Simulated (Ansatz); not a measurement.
Start from a 16-atom supercell of ZnCu$_{2}$SnS$_{4}$ (space group I-4, No. 82; a = 5.4683 Å, c = 10.9348 Å) at its relaxed geometry.

Computed with PBE in Ansatz (plane waves to 420 eV, PAW, without spin-orbit coupling).

One neutral defect a cell, atoms relaxed at fixed cell.

One change was made to it. Results:

```tsv
quantity	base	after
pressure	0.0 GPa	2.7 GPa
largest displacement of a host atom from its site in the perfect cell	–	0.23 Å
```

Q: Which of these changes matches the shifts?
(A) Pb on a S site, symmetric start
(B) Cu on a S site (antisite), symmetric start
(C) Te on a S site, symmetric start
(D) Li interstitial (started 2.37 Å from the nearest host atom)

A: D, Li interstitial (started 2.37 Å from the nearest host atom). For comparison, the pressure in the other runs: Te on a S site, symmetric start gives 3.5 GPa; Pb on a S site, symmetric start gives 2.0 GPa; Cu on a S site (antisite), symmetric start gives 0.1 GPa.

The cell is small, so the values are those of an ordered compound at a high defect concentration; dilute-limit values will differ. A case with no gap was solved on a k-mesh chosen for an insulator, which is coarse for it. Defects with a symmetric start kept the site's symmetry and may sit on a saddle; the others started slightly shaken. All final runs are without spin polarisation.

Ansatz is a program for electronic structure.
